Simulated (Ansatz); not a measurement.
**OH on the (0001) surface of wurtzite GaN (2x2 with 3 H on 4 top atoms; a constructed slab, bottom: 3 H on 4 bottom sites), one in a cell of 36 Å², started at the site 'hollow H'**

Host crystal: wurtzite GaN, with a band gap (PBE, scalar-relativistic without spin-orbit coupling).

Computed with PBE (plane waves to 420 eV, PAW; Ansatz, a quantum-chemistry and plane-wave program).

Slab: 48 atoms, 13.8 Å thick at the start with caps and adatoms under the adsorbate (thin: gaps and levels are the slab's own); k 4x4x1, smearing 0.01 eV, dipole-corrected; 23 atoms held, the rest relaxed; no symmetry held; spin-polarised, ending with about 1.0 μB a cell; orders that need a larger cell were not tried, no spin-orbit, no U, no dispersion correction. At the end it is bonded to Ga. In PBE it is, or lies within 0.03 eV of, the lowest of the starts that converged.

```
Property                                                                                                                                                                                       Value
-------------------------------------------------------------------------------------------------------------  -------------------------------------------------------------------------------------
energy of the end state, in which the adsorbate took H from the surface, giving H2O, against H2O(g) − ½ H2(g)                                                                                0.20 eV
gap of the slab on its k-mesh                                                                                                                                                                0.12 eV
highest filled level below the top vacuum level                                                                                                                                              3.83 eV
change of the step from the bottom to the top vacuum level, against the clean slab                                                                                                          -1.26 eV
energy released by relaxation                                                                                                                                                                2.89 eV
height of the binding atom over the mean of the host atoms within 0.3 Å of the top one                                                                                                       0.248 Å
magnetic moment of the cell                                                                                                                                                                  1.00 μB
largest move of a host atom                                                                                                                                                                   2.37 Å
caution                                                                                                             the clean host was not checked against rearrangement in a larger or rattled cell
caution                                                                                                        the host itself rearranges in this cell, so the energy holds part of a reconstruction
note                                                                                                                                 in the relaxation the adsorbate left its starting site by 1.3 Å
```

A negative adsorption energy means that the adsorbate is more stable on the surface than in its reference.
